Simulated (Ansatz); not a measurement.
System: C11b MoSi2. Method: PBE0 in Ansatz (plane waves, PAW).

Input file:

Ansatz 0.2 input:
```yaml
crystal:
  lattice:
    - [-1.6032, 1.6032, 3.9239]
    - [1.6032, -1.6032, 3.9239]
    - [1.6032, 1.6032, -3.9239]
  atoms:
    - { symbol: Si, position: [0.6647, 0.6647, 0.0] }
    - { symbol: Si, position: [0.3353, 0.3353, 0.0] }
    - { symbol: Mo, position: [0.0, 0.0, 0.0] }
basis:
  ecutwfc: 460
  ecutrho_ratio: 4
  xc_grid: 2
kpoints:
  mp_grid: { grid: [12, 12, 12] }
hamiltonian:
  xc: pbe0
  dispersion: none
  pseudopotentials: { kind: paw }
scf:
  occupations: { method: fermi_dirac, width: 0.05 }
  convergence: { dr2_threshold: 0.0000000003 }
output:
  forces: true
  stress: true
  eigenvalues: true
```

From the output:

```
WARN output.stress: scf.exx.energy_threshold = 1e-6 eV is looser than the 3e-8 eV advised for a stress under a hybrid functional (1e-8 eV for each atom of the …
Crystal: 3 atoms, lattice volume = 40.342 Å³
Basis set: ecut = 460 eV, 897 PW (Γ), exchange–correlation on 64×64×64 points (8 copies of the dense FFT grid, shifted against one another)
Bands: 15, of which v1, the nominal top of the filled ones, is band 11 counted from 1 (10 counted from 0)
Symmetry: 16 space group operations
Space group: I4/mmm (ITA 139), of the structure as read, at distance tolerance 3.4e-5 Å
k-points: 163 of 1728
Functional: x = pbe(κ = 0.804, μ = 0.2195149727645171), c = pbe(β = 0.06672455060314922), warm-up for x = 0.75 pbe(κ = 0.804, μ = 0.2195149727645171) + 0.25 exact, c = pbe(β = 0.06672455060314922)
SCF iter   1: F=—  HF=-6229.123089 eV  |F-HF|=—  |Δ(HF+E_count)|=         —  Δρ=4.64e-3  dr2=8.53e-3
SCF iter   2: F=—  HF=-6229.122175 eV  |F-HF|=—  |Δ(HF+E_count)|=   9.14e-4  Δρ=2.35e-3  dr2=1.92e-3
  ...
SCF 1 converged in 8 iterations: F = -6229.121871 eV  dr2 = 7.71e-12
Crystal: 3 atoms, lattice volume = 40.342 Å³
Initial density: handed on by an earlier stage of this run
Functional: x = 0.75 pbe(κ = 0.804, μ = 0.2195149727645171) + 0.25 exact, c = pbe(β = 0.06672455060314922)
SCF 2 converged in 7 iterations: F = -6232.125951 eV  dr2 = 2.87e-10
Crystal: 3 atoms, lattice volume = 40.342 Å³
SCF 3 converged in 7 iterations: F = -6232.140698 eV  dr2 = 8.74e-13
Crystal: 3 atoms, lattice volume = 40.342 Å³
Crystal: 3 atoms, lattice volume = 40.342 Å³
SCF 5 converged in 10 iterations: F = -6232.141765 eV  dr2 = 6.21e-11
Crystal: 3 atoms, lattice volume = 40.342 Å³
SCF iter   1: F=—  HF=-6232.141765 eV  |F-HF|=—  |Δ(HF+E_count)|=         —  Δρ=7.45e-7  dr2=1.29e-10
SCF iter   2: F=-6232.141765 eV  HF=-6232.141765 eV  |F-HF|=4.27e-11  |Δ(HF+E_count)|=  1.09e-11  Δρ=4.28e-7  dr2=5.32e-11
SCF 6 converged in 2 iterations: F = -6232.141765 eV  dr2 = 5.32e-11
Free energy (F): -6232.141765 eV
Internal energy: -6232.141390 eV  (E = F + TS)
E sigma→0 (E₀):  -6232.141578 eV
Fermi energy:    15.708998 eV
--- Forces (eV/Å), atoms counted from 1 ---
  atom   1  Si    -0.00000000     0.00000000    -0.19404400
  atom   2  Si     0.00000000    -0.00000000     0.19404400
  atom   3  Mo     0.00000000     0.00000000    -0.00000000
--- Stress (GPa, compression-positive) ---
       -3.678771       0.000000      -0.000000
        0.000000      -3.678771      -0.000000
       -0.000000       0.000000      -4.912791
  P = ⅓ Tr σ = -4.0901 GPa (-40.901 kbar)
```

The PAW data were made under PBE.

Note: the run has no spin polarisation, so it can have missed a magnetic state. Note: the run warned that the count of filled bands differs between k points. Note: cell and atoms aren't relaxed at this level (largest force component 0.19 eV/Å, pressure -4.1 GPa).

Ansatz is a quantum-chemistry and plane-wave program.
